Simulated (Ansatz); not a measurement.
# By hand: formation energy of Pd_Ru in Ru (hcp, P6₃/mmc)

Subject: the formation energy of Pd_Ru in Ru (hcp, P6₃/mmc). Reaction: 63 Ru (hcp) + Pd (fcc) → cell A.

A: a supercell of 64 sites of Ru (hcp, P6₃/mmc) with Pd on a Ru site (12 Ru at 2.69–2.74 Å); spin state with PBE: run without spin.

Ansatz (a quantum-chemistry and plane-wave program) with PAW potentials; structures come from PBE relaxations, nuclei static, no net charge. Ansatz runs with its default PAW set. Other levels take these structures. The lattices are those relaxed with PBE, so at other levels the solids can be strained, which adds to the spread. Larger cells are relaxed from a start prepared with the learned potential CHGNet, on a coarser mesh till forces fall under 0.03 eV/Å, which some starts already meet. A dispersion term (D3(BJ), or D4 for r2SCAN) was computed beside these levels and is taken off wherever the name lacks it. The PAW files were made for PBE and serve at the other functionals too. Space groups of crystals are read within 0.01 Å. Mesh and cell size may move defect energies by 0.1 eV or more. Cell A has symmetry P-6m2 within 0.02 Å and got no random move, so less symmetric positions, which may lie lower, weren't tried.

Total energies of the cells in eV, at zero smearing width. They compare only within one column; the weights balance every element.

```tsv
cell	atoms	weight	r2SCAN	PBE+D3(BJ)
A: Ru:Pd_Ru	64	+1	-378099.23169	-377369.11478
Ru (hcp)	64	−63/64	-377004.84064	-376275.48988
Pd (fcc)	1	−1	-6985.73350	-6973.49395
```

r2SCAN: (-378099.23169) − 63/64 × (-377004.84064) − (-6985.73350) = 0.642 eV.

PBE+D3(BJ): (-377369.11478) − 63/64 × (-376275.48988) − (-6973.49395) = 0.565 eV.

What follows from the r2SCAN value: With the reservoirs of the reaction as written, and without entropy terms or charged states, the share of sites that hold the defect in equilibrium is exp(−0.64 eV/k_BT) = 6.0×10^-4 at 1000 K.
